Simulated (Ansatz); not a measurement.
Results of LDA in Ansatz (plane waves, PAW) for Mo3Os (Pm-3n, No. 223, 8 atoms in the cell; start mp-801).

Run with plane-wave cutoff 520 eV, 12×12×12 k mesh, Fermi–Dirac smearing 0.05 eV, no spin polarisation, scalar-relativistic PAW data made under PBE.

Cell (relaxed at this level):

Space group Pm-3n (No. 223); a = b = c = 4.9157 Å, α = β = γ = 90.00°

| atom | site | symmetry | x | y | z |
|---|---|---|---|---|---|
| Mo | 6c | -4m.2 | 0.0000 | 0.5000 | 0.2500 |
| Os | 2a | m-3. | 0.0000 | 0.0000 | 0.0000 |

**Question.** Estimate the bulk modulus that the calculation returns.

**Answer.** 
* **bulk modulus**: 324 GPa

Note: the run has no spin polarisation, so it can have missed a magnetic state; the bulk modulus is −V dP/dV from two relaxed cells at ±2 % in volume; the relaxation could not lower the start's symmetry, so the cell can be a saddle point above a distorted one.

Spin–orbit coupling is not included.

The computed numbers hold no vibrational or temperature effects.

It cost about 6 core-minutes (a rough figure) of CPU time.

A start named mp-… is a Materials Project structure, which need not be a measured phase.

Ansatz is a program for electronic structure.
